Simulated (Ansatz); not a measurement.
The starting structures come from a database of crystals and need not be the phases stable at ambient conditions.

Inside the gap of an insulator the Bloch states are evanescent, with a wavenumber k + iκ along the transport direction.

Given:

```yaml
crystal:
  lattice:
    - [4.08244, 0.00000, 0.00000]
    - [-2.04122, 3.53549, 0.00000]
    - [0.00000, 0.00000, 6.70936]
  atoms:
    - { symbol: Al, position: [0.33333, 0.66667, 0.00068] }
    - { symbol: Al, position: [0.66667, 0.33333, 0.50068] }
    - { symbol: As, position: [0.33333, 0.66667, 0.37532] }
    - { symbol: As, position: [0.66667, 0.33333, 0.87532] }
```

Space group of this cell: P6_3mc, wurtzite. The cell is strained (all lengths scaled by 1.02); by PBEsol its mean pressure is -3.7 GPa.

Transport runs along the normal of the first two printed cell vectors, the (001) plane of the conventional cell.

No gap correction and no spin-orbit coupling; mid-gap values are interpolated between computed energies.

**Question.** State the band gap and the smallest decay constant κ at mid-gap according to PBEsol run with Ansatz (a program for electronic structure).

**Answer.** Gap 1.48 eV on a 12×12×6 mesh; κ = 0.089 1/Å, at the zone centre.
